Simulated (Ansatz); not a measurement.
The structure below was relaxed with plane-wave PAW DFT at the r2SCAN level (Ansatz, a quantum-chemistry and plane-wave program, 500 eV), no SOC, earlier PAW set.

```xyz
3
Lattice="0.0000 3.4721 3.4721 3.4721 0.0000 3.4721 3.4721 3.4721 0.0000" Properties=species:S:1:pos:R:3 pbc="T T T"
Ta     0.0000     0.0000     0.0000
Pb     1.7361     1.7361     1.7361
Pb     5.2082     5.2082     5.2082
```

Task: Find the space group and the Wyckoff positions.

Result: Space group Fm-3m (No. 225); a = 6.944 Å, b = 6.944 Å, c = 6.944 Å, α = 90.00°, β = 90.00°, γ = 90.00°

```json
[
 {"atom": "Ta", "site": "4a", "symmetry": "m-3m", "x": "0.0000", "y": "0.0000", "z": "0.0000"},
 {"atom": "Pb", "site": "8c", "symmetry": "-43m", "x": "0.2500", "y": "0.2500", "z": "0.2500"}
]
```

Task: Describe the coordination.

Result: The crystal has 12 atoms in its conventional cell. Lattice parameters: a = 6.944 Å, b = 6.944 Å, c = 6.944 Å, α = 90.00°, β = 90.00°, γ = 90.00°. Ta has 8 Pb at 3.007 Å (cubic). Pb sees 4 Ta at 3.007 Å and 6 Pb at 3.472 Å. (Neighbours: up to the widest gap in distance over summed covalent radii, below 1.35, at either atom.)

No phonon test of stability was made. The final runs are not spin-polarised. The cell was made from TaGe2 by this change: Ge → Pb; the result is a hypothetical phase, not in the database extracts checked. TaPb2 has a high density of states at the Fermi level and may be magnetic at this level.
